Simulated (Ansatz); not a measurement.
Consider Ir in the fcc (Cu type) structure (space group Fm-3m, No. 225; a = 3.8716 Å; relaxed with 0.1 eV smearing).

All numbers come from PBE/PAW in Ansatz (a quantum-chemistry and plane-wave program), no spin-orbit coupling.

Before the change:

| Quantity | Value |
|---|---|
| Pressure | 0.0 GPa |

It is then changed as follows: every lattice vector is shortened by 3.00 %, atoms relaxed at fixed cell.

Predict the new energy relative to the base.

The energy goes up by 144 meV/atom.

What happens to the pressure?

The pressure goes from zero to 39.9 GPa.

The cells carry an imposed strain or load. Stability against distortions was not tested. All final runs are without spin polarisation.
